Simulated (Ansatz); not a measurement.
Faces of fcc Ag, relaxed in 1x1 cells (a = 4.148 Å). A vicinal face is read as terraces and steps: γ(θ) = γ(terrace)·cos θ + (β/h)·sin θ, with θ the angle to the terrace, h the step's height and β the energy a length of step; on such narrow terraces β holds the steps' interaction too.

The numbers are results of PBE (plane waves to 420 eV, PAW; Ansatz, a quantum-chemistry and plane-wave program), not measurements.

| face | γ (J/m²) |
|---|---|
| (100) | 0.82 |
| (110) | 0.89 |
| (111) | 0.72 |
| (210) | 0.92 |
| (211) | 0.85 |
| (221) | 0.83 |
| (311) | 0.88 |
| (320) | 0.92 |
| (321) | 0.89 |
| (322) | 0.83 |
| (331) | 0.86 |

**Question.** What step energy does (211) give on (111) terraces?

**Answer.** θ = 19.5°, h = a/√3 = 2.40 Å, so β = (0.85 − 0.72·cos θ)·h / sin θ = 77 meV/Å (1 J/m² = 62.4 meV/Å²).

**Question.** What step energy does (221) give on (111) terraces?

**Answer.** θ = 15.8°, h = a/√3 = 2.40 Å, so β = (0.83 − 0.72·cos θ)·h / sin θ = 75 meV/Å (1 J/m² = 62.4 meV/Å²).

**Question.** What step energy does (210) give on (100) terraces?

**Answer.** θ = 26.6°, h = a/2 = 2.07 Å, so β = (0.92 − 0.82·cos θ)·h / sin θ = 54 meV/Å (1 J/m² = 62.4 meV/Å²).
